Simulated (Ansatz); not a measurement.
**TlBr under a change: biaxial strain −2.50 %, plane normal [001], relaxed out of plane**

Start from TlBr in the CsCl type structure (space group Pm-3m, No. 221; a = 3.8395 Å). Axes: x, y, z lie along the cube axes.

The change: biaxial strain −2.50 %, plane normal [001], relaxed out of plane (Cartesian); in-plane vectors clamped, the third vector and the atoms free.

Method: Kohn–Sham DFT with the LDA functional, run in Ansatz (an electronic-structure program) with PAW and 420 eV plane waves, scalar-relativistic without spin-orbit coupling. Γ-centred 9×9×9 mesh, Fermi–Dirac width 0.05 eV.

The volume per atom decreases by 0.69 Å³, from 28.30 Å³ to 27.61 Å³ and the space group changes from Pm-3m (No. 221) to P4/mmm (No. 123). The energy goes up by 5.6 meV/atom and the band gap decreases by 0.313 eV (1.37 eV → 1.05 eV). The gap character is indirect, Z → X and the smallest direct gap falls by 0.13 eV (1.37 eV → 1.24 eV). The hole mass changes from 0.16 mₑ along k, 0.39 mₑ across (at X) to 0.15 mₑ along k, 0.39 mₑ across (at X) and the valley order (the lowest conduction-band minima on the path, energy above the VBM, named in the base's zone) changes from X along ⟨100⟩ 1.37 eV; R along ⟨111⟩ 1.49 eV to X along [010] 1.05 eV; R along [111] 1.16 eV; X along [001] 1.41 eV. The out-of-plane strain is +2.64 % and the ratio −ε⊥/ε∥ is 1.06. The mean in-plane stress (compression positive) amounts to +1.3 GPa.

Cost of the whole job for the changed cell (relaxation, final SCF and bands): about 18 core-seconds (a rough figure).

Spin-orbit coupling, missing from the scalar runs, can matter with Tl. Masses are band curvatures over ±0.01 Å⁻¹ around the edge. Along k means along the line from Γ to the band edge. Stability against distortions was not tested. Labels are those of the standard path for the cell's own space group.
